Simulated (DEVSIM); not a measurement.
System: illuminated GaAs p-on-n cell, one wavelength, at 300 K.

| layer (left to right) | material | thickness (μm) | Nd (cm⁻³) | Na (cm⁻³) | τn (s) | τp (s) | absorption coefficient (cm⁻¹) |
|---|---|---|---|---|---|---|---|
| 1 | GaAs | 0.150 | - | 1.4e18 | 8.9e-12 | 1.1e-10 | 76000 |
| 2 | GaAs | 1.50 | 4.9e16 | - | 8.1e-10 | 8.1e-10 | 76000 |

Left contact: ohmic, minority electron recombination velocity 1000 cm/s. Right contact: ohmic, minority hole recombination velocity 40000 cm/s. Voltage is applied to the left contact. Recombination: SRH at mid-gap, radiative, Auger. Light enters at the left, 1.2e17 photons cm⁻² s⁻¹, one pass, no reflection. Mobility is constant in doping. Where it depends on doping, it is μmin + (μ − μmin)/(1 + (N/Nref)^α).

The device is made up for the run: typed textbook-type constants, with dimensions and the other settings drawn at random. Values at 300 K; Nc and Nv go as T^1.5, mobilities as T to minus their exponent, the gap by Varshni's rule with the affinity fixed. The table also holds parameters that only a changed run uses.

| parameter | GaAs |
|---|---|
| gap (eV) | 1.424 |
| affinity (eV) | 4.07 |
| permittivity | 12.9 |
| Nc (cm⁻³) | 4.7e17 |
| Nv (cm⁻³) | 9e18 |
| μn (cm²/Vs) | 8500 |
| μp (cm²/Vs) | 400 |
| μn,min | 500 |
| μp,min | 20 |
| Nref,n | 6e16 |
| Nref,p | 1.5e17 |
| αn | 0.39 |
| αp | 0.38 |
| T exponent of μn | 2.1 |
| T exponent of μp | 2.2 |
| B (cm³/s) | 2e-10 |
| Cn (cm⁶/s) | 1e-30 |
| Cp (cm⁶/s) | 1e-30 |
| Varshni α (eV/K) | 0.000541 |
| Varshni β (K) | 204 |

Simulated with DEVSIM: 1D drift-diffusion, Boltzmann statistics, complete ionisation; no tunnelling, impact ionisation, image-force lowering or self-heating.

Base results: largest power (mW/cm²) 13.3; dark forward voltage at 100 A/cm² (V) 1.164; potential step across the device at zero bias (V) 1.317; open-circuit voltage (V) 0.898.

Problem. What follows from this one change: photon flux 1.2e+17 → 3.6e+15 cm^-2 s^-1?

Solution. largest power 13.3 → 0.313 mW/cm²; dark forward voltage at 100 A/cm² little changed (1.164 V); potential step across the device at zero bias little changed (1.317 V); open-circuit voltage 0.898 → 0.739 V.

Problem. What follows from this one change: minority lifetime in layer 2 8.1e-10 → 2.4e-09 s?

Solution. largest power 13.3 → 13.9 mW/cm²; dark forward voltage at 100 A/cm² 1.164 → 1.173 V; potential step across the device at zero bias little changed (1.317 V); open-circuit voltage 0.898 → 0.919 V.

Problem. What follows from this one change: doping Nd of layer 2 4.9e+16 → 4.9e+15 cm^-3?

Solution. largest power 13.3 → 12.4 mW/cm²; dark forward voltage at 100 A/cm² 1.164 → 1.133 V; potential step across the device at zero bias 1.317 → 1.258 V; open-circuit voltage 0.898 → 0.837 V.

Problem. What follows from this one change: temperature 300 → 350 K?

Solution. largest power 13.3 → 10.7 mW/cm²; dark forward voltage at 100 A/cm² 1.164 → 1.086 V; potential step across the device at zero bias 1.317 → 1.263 V; open-circuit voltage 0.898 → 0.770 V.
